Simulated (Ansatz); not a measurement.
The parent structure is Cu3N (space group Pm-3m, No. 221; a = 3.827 Å). Axes: x, y, z lie along the cube axes.

The values are results of Ansatz (a quantum-chemistry and plane-wave program) PBE, without spin-orbit coupling, not measurements.

The change: tensor shear ε_xy = +1.67 % (engineering shear γ = 0.0334), atoms relaxed at fixed cell.

Q: Predict the stress tensor and what it implies for the stiffness.

A: Stress of the strained cell less that of the base (GPa, compression positive):
```
   0.05   -0.64    0.00
  -0.64    0.05    0.00
   0.00    0.00   -0.02
```

Then −Δσ/γ with γ = 2ε = 0.0334 gives secant stiffness values (nonlinear terms included at this strain): C66 ≈ 19 GPa.

No phonon test of stability was made. The final runs are not spin-polarised.
